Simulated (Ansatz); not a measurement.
```cif
data_As4Ga4
_chemical_formula_sum 'Ga4 As4'
_space_group_name_H-M_alt 'F-43m'
_space_group_IT_number 216
_space_group_name_Hall 'F -4 2 3'
_cell_length_a 5.65911
_cell_length_b 5.65911
_cell_length_c 5.65911
_cell_angle_alpha 90.000
_cell_angle_beta 90.000
_cell_angle_gamma 90.000
loop_
_atom_site_label
_atom_site_type_symbol
_atom_site_symmetry_multiplicity
_atom_site_Wyckoff_symbol
_atom_site_fract_x
_atom_site_fract_y
_atom_site_fract_z
_atom_site_occupancy
Ga1 Ga 4 a 0.00000 0.00000 0.00000 1
As1 As 4 d 0.75000 0.75000 0.75000 1
```
(The calculation used a cell of 2 atoms; values per cell refer to that cell.)

Levels: band masses from HSE06, rigid bands (Ansatz, a quantum-chemistry and plane-wave program); dielectric response from LDA (Ansatz).

Task: How strongly do carriers couple to polar optical modes here, and what mobility does that allow at 300 K?

Result: electrons: mass 0.070 mₑ, α = 0.043, about 15500 cm²/(V·s) by the iterated Boltzmann equation for weak coupling (ε∞ 14.0, static ε 15.8, LO 35 meV).

Model: isotropic Fröhlich coupling of one parabolic band to one effective longitudinal optical (LO) phonon, from the dielectric constants and phonon modes at the zone centre, chosen so that α equals the sum over the polar modes. Acoustic, nonpolar, intervalley and impurity scattering are left out, and they lower the mobility further; with several valleys or bands the averaged mass is a rough stand-in. Semilocal functionals tend to overestimate ε∞, which makes α low and the mobility high.
